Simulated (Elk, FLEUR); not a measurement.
A FLEUR input for a self-consistent single point of BaGaSi (P-6m2, 3 atoms in the cell) (DFT, LDA (Perdew-Zunger), all-electron FLAPW (FLEUR), scalar-relativistic valence):

Input of the input generator:

```
BaGaSi FLAPW
&input film=f /
4.2835675919 0.0000000947 0.0000000000
-2.1417838780 3.7096783061 0.0000000000
0.0000000000 0.0000000000 5.2381070000
1.8897261246
1.0 1.0 1.0

3
56 0.0000000000 0.0000000000 0.0000000000
31 0.3333333333 0.6666666667 0.5000000000
14 0.6666666667 0.3333333333 0.5000000000

&comp jspins=1 /
&exco xctyp='pz' /
&kpt div1=7 div2=7 div3=5 /
&end /
```

```xml
<?xml version="1.0" encoding="UTF-8" standalone="no"?>
<fleurInput fleurInputVersion="0.39">
   <comment>
      BaGaSi FLAPW                                                                                        
   </comment>
   <calculationSetup>
      <cutoffs Kmax="4.6" Gmax="18.4" GmaxXC="18.4" numbands="0"/>
      <scfLoop itmax="60" minDistance="0.00001" maxIterBroyd="25" imix="Anderson" alpha="0.05" precondParam="0.0" spinf="2.0"/>
      <coreElectrons ctail="T" frcor="F" kcrel="0" coretail_lmax="0"/>
      <xcFunctional name="pz" relativisticCorrections="F"/>
      <magnetism jspins="1"/>
      <soc l_soc="F" theta="0.0" phi="0.0" spav="F"/>
      <expertModes spex="0" secvar="F"/>
      <geometryOptimization l_f="T" forcealpha="1.0" forcemix="BFGS" epsdisp="0.00001" epsforce="0.00001"/>
      <ldaU l_linMix="F" mixParam="0.05" spinf="1.0"/>
   </calculationSetup>
   <cell>
      <bzIntegration valenceElectrons="27.0" mode="hist" fermiSmearingEnergy="0.00367493">
         <kPointListSelection listName="default-1"/>
         <!-- k-points included here -->
         <xi:include xmlns:xi="http://www.w3.org/2001/XInclude" href="kpts.xml"> </xi:include>
      </bzIntegration>
      <!-- symmetry operations included here -->
      <xi:include xmlns:xi="http://www.w3.org/2001/XInclude" href="sym.xml"> </xi:include>
      <bulkLattice scale="1.0">
         <bravaisMatrix>
            <row-1>    8.0947695849033412     0.0000001789570640     0.0000000000000000</row-1>
            <row-2>   -4.0473849475036987     7.0102760088990452     0.0000000000000000</row-2>
            <row-3>    0.0000000000000000     0.0000000000000000     9.8985876413501330</row-3>
         </bravaisMatrix>
      </bulkLattice>
   </cell>
   <atomSpecies>
      <species name="Barium (Ba)" element="Ba" atomicNumber="56">
         <mtSphere radius="2.68" gridPoints="925" logIncrement="0.014"/>
         <atomicCutoffs lmax="10" lnonsphr="8"/>
         <electronConfig flipSpins="F">
            <coreConfig>(1s1/2) (2s1/2) (2p1/2) (2p3/2) (3s1/2) (3p1/2) (3p3/2) (4s1/2) (3d3/2) (3d5/2) (4p1/2) (4p3/2) (4d3/2) (4d5/2)</coreConfig>
            <valenceConfig>(5s1/2) (5p1/2) (5p3/2) (6s1/2)</valenceConfig>
         </electronConfig>
         <energyParameters s="6" p="6" d="5" f="4"/>
         <lo type="SCLO" l="0" n="5" eDeriv="0"/>
         <lo type="SCLO" l="1" n="5" eDeriv="0"/>
      </species>
      <species name="Gallium (Ga)" element="Ga" atomicNumber="31">
         <mtSphere radius="2.64" gridPoints="913" logIncrement="0.014"/>
         <atomicCutoffs lmax="10" lnonsphr="8"/>
         <electronConfig flipSpins="F">
            <coreConfig>(1s1/2) (2s1/2) (2p1/2) (2p3/2) (3s1/2) (3p1/2) (3p3/2)</coreConfig>
            <valenceConfig>(4s1/2) (3d3/2) (3d5/2) (4p1/2) (4p3/2)</valenceConfig>
            <stateOccupation state="(4p1/2)" spinUp="0.1666666666667" spinDown="0.1666666666667"/>
            <stateOccupation state="(4p3/2)" spinUp="0.3333333333333" spinDown="0.3333333333333"/>
         </electronConfig>
         <energyParameters s="4" p="4" d="3" f="4"/>
         <lo type="HELO" l="2" n="4" eDeriv="0"/>
      </species>
      <species name="Silicon (Si)" element="Si" atomicNumber="14">
         <mtSphere radius="1.72" gridPoints="595" logIncrement="0.019"/>
         <atomicCutoffs lmax="8" lnonsphr="6"/>
         <electronConfig flipSpins="F">
            <coreConfig>(1s1/2) (2s1/2) (2p1/2) (2p3/2)</coreConfig>
            <valenceConfig>(3s1/2) (3p1/2) (3p3/2)</valenceConfig>
            <stateOccupation state="(3p1/2)" spinUp="0.3333333333333" spinDown="0.3333333333333"/>
            <stateOccupation state="(3p3/2)" spinUp="0.6666666666667" spinDown="0.6666666666667"/>
         </electronConfig>
         <energyParameters s="3" p="3" d="3" f="4"/>
      </species>
   </atomSpecies>
   <atomGroups>
      <atomGroup species="Barium (Ba)">
         <relPos label="                   1">.0000000000 .0000000000 .0000000000</relPos>
         <force calculate="T" relaxXYZ="TTT"/>
      </atomGroup>
      <atomGroup species="Gallium (Ga)">
         <relPos label="                   2">1.000/3.000 -1.000/3.000 1.000/2.000</relPos>
         <force calculate="T" relaxXYZ="TTT"/>
      </atomGroup>
      <atomGroup species="Silicon (Si)">
         <relPos label="                   3">-1.000/3.000 1.000/3.000 1.000/2.000</relPos>
         <force calculate="T" relaxXYZ="TTT"/>
      </atomGroup>
   </atomGroups>
   <output dos="F" band="F" slice="F">
      <checks vchk="F" cdinf="F"/>
      <bandDOS minEnergy="-.5*Htr" maxEnergy="0.5*Htr" sigma="0.015" storeEVData="T"/>
      <vacuumDOS vacdos="F" integ="F" star="F" nstars="0" locx1="0.0" locy1="0.0" locx2="0.0" locy2="0.0" nstm="0" tworkf="0.0"/>
      <unfoldingBand unfoldBand="F" supercellX="1" supercellY="1" supercellZ="1"/>
      <plotting iplot="0" polar="F">
         <plot TwoD="T" vec1="  1.0  0.0  0.0" vec2="  0.0  1.0  0.0" vec3="  0.0  0.0  1.0" zero="  0.0  0.0  0.0" file="plot"/>
      </plotting>
      <chargeDensitySlicing numkpt="0" minEigenval="0.0" maxEigenval="0.0" nnne="0" pallst="F"/>
      <specialOutput eonly="F"/>
      <magneticCircularDichroism mcd="F" energyLo="-10.0" energyUp="0.0"/>
   </output>
  <!-- We include the file relax.xml here to enable relaxations (see documentation) -->
  <xi:include xmlns:xi="http://www.w3.org/2001/XInclude" href="relax.xml"> <xi:fallback/> </xi:include>
</fleurInput>
```

Question: Translate this input to Elk.

Answer: One input that does it (others would too):

```
tasks
  0

rgkmax
  7.5

gmaxvr
  16.0

nxlo
  2

lorbcnd
  .true.

rmtscf
  0.95

lmaxi
  2

swidth
  0.00367493

maxscl
  100

avec
    8.0947695850    0.0000001790    0.0000000000
   -4.0473849475    7.0102760089    0.0000000000
    0.0000000000    0.0000000000    9.8985876415

atoms
  3
  'Ba.in'
  1
  0.0000000000  0.0000000000  0.0000000000    0.0 0.0 0.0
  'Ga.in'
  1
  0.3333333333  0.6666666667  0.5000000000    0.0 0.0 0.0
  'Si.in'
  1
  0.6666666667  0.3333333333  0.5000000000    0.0 0.0 0.0

ngridk
  7 7 5
```

Basis, cutoffs, solver keys and any potentials are the target program's own. This input uses DFT, LDA (PW92), all-electron FP-LAPW, Elk's shipped species files, APW+lo basis with extra local orbitals. LDA parametrisations can differ slightly between programs.

The starting cell comes from a database of computed structures (which also holds hypothetical and non-ambient phases and stackings), without a prior relaxation at this level. Its lattice was rescaled by a random factor within 2.5 % of one.
